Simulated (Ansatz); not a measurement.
**AlBiO3 (Pm-3m, No. 221, 5 atoms in the cell; start mp-23080; idealised structure)**

Computed with PBEsol+SOC (Ansatz, a first-principles code, plane waves, PAW).

Settings: plane-wave cutoff 520 eV, 10×10×10 k mesh, Fermi–Dirac smearing 0.01 eV, PAW data made under PBE.

Cell (relaxed with PBEsol):

```cif
data_AlBiO3
_chemical_formula_sum 'Al1 Bi1 O3'
_space_group_name_H-M_alt 'Pm-3m'
_space_group_IT_number 221
_space_group_name_Hall '-P 4 2 3'
_cell_length_a 3.75351
_cell_length_b 3.75351
_cell_length_c 3.75351
_cell_angle_alpha 90.000
_cell_angle_beta 90.000
_cell_angle_gamma 90.000
loop_
_atom_site_label
_atom_site_type_symbol
_atom_site_symmetry_multiplicity
_atom_site_Wyckoff_symbol
_atom_site_fract_x
_atom_site_fract_y
_atom_site_fract_z
_atom_site_occupancy
Al1 Al 1 b 0.50000 0.50000 0.50000 1
Bi1 Bi 1 a 0.00000 0.00000 0.00000 1
O1 O 3 c 0.00000 0.50000 0.50000 1
```

```json
{
 "band_gap": "1.14 eV (indirect)",
 "smallest_direct_gap_on_the_k_points_sampled": "1.46 eV",
 "Γ–Γ gap": "5.87 eV"
}
```

Note: cell and atoms aren't relaxed at this level (pressure 0.6 GPa).

The computed numbers hold no vibrational or temperature effects.

The result took around 120 core-seconds (rough).

A start named mp-… is a Materials Project structure, which need not be a measured phase.
